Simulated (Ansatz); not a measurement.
Reference: IrSn₂ (Fm-3m), PBEsol, DFPT electron-phonon coupling, linearised Boltzmann equation (plane waves, PAW, scalar-relativistic; Ansatz, a quantum-chemistry and plane-wave program); geometry: relaxed with this functional, without spin-orbit coupling.

```cif
data_IrSn2
_chemical_formula_sum 'Sn2 Ir1'
_space_group_name_H-M_alt 'P 1'
_space_group_IT_number 1
_cell_length_a 4.48785
_cell_length_b 4.48785
_cell_length_c 4.48785
_cell_angle_alpha 60.000
_cell_angle_beta 60.000
_cell_angle_gamma 60.000
loop_
_space_group_symop_operation_xyz
  'x, y, z'
loop_
_atom_site_label
_atom_site_type_symbol
_atom_site_fract_x
_atom_site_fract_y
_atom_site_fract_z
_atom_site_occupancy
Sn1 Sn 0.75000 0.75000 0.75000 1
Sn2 Sn 0.25000 0.25000 0.25000 1
Ir1 Ir 0.00000 0.00000 0.00000 1
```

The resistivity at 300 K is 16.3 μΩ·cm and the mean free path at 300 K comes out as 8.1 nm. The electron-phonon coupling λ is 0.50 and the logarithmic mean phonon energy is 11.3 meV.

Task: Swap Ir for Pt, keeping the structure type. How do these values move?

Result: PtSn2 (Fm-3m): volume per atom 21.3 to 22.4 Å³; resistivity at 300 K falls (16.3 μΩ·cm to 11.9 μΩ·cm); mean free path at 300 K rises (8.1 nm to 13.5 nm); electron-phonon coupling λ falls (0.50 to 0.34); logarithmic mean phonon energy falls (11.3 meV to 9.3 meV).

Moves up to 13 % count as about the same. Metals; harmonic phonons alone scatter; means over directions. The mean free path is weighted by the current that each state carries. Halving the electron mesh moves these values by up to 9 %; q meshes are mostly untested. Some of the runs warned that the eigensolver left states short of its tolerance. Spin-orbit coupling is left out.

Formula and space group known from diffraction (Crystallography Open Database), not checked to be the room-temperature form: IrSn2 (Fm-3m), PtSn2 (Fm-3m). The missing spin-orbit coupling matters most for IrSn2 (Fm-3m), PtSn2 (Fm-3m).
